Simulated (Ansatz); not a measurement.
**MgO: pressure series**

Consider MgO in the rock salt structure (space group Fm-3m, No. 225; a = 4.204 Å).

Cell and atoms are relaxed at each pressure.

All numbers come from Ansatz (an electronic-structure program), r2SCAN, PAW, cutoff 500 eV, scalar-relativistic without spin-orbit coupling.

Candidates:
(a) pressure 7 GPa
(b) pressure 50 GPa
(c) pressure 15 GPa
(d) pressure −1 GPa
(e) pressure 3 GPa

For the base:

| Property | Result |
|---|---|
| Band gap | 5.68 eV |

Problem. Order them by band gap, highest first.

Solution. (b) pressure 50 GPa (7.98 eV), (c) pressure 15 GPa (6.51 eV), (a) pressure 7 GPa (6.09 eV), (e) pressure 3 GPa (5.86 eV), (d) pressure −1 GPa (5.62 eV)

Load acts through the strain it causes; cell and atoms are relaxed under it. Stability against distortions was not tested. No other phases were tried under pressure.
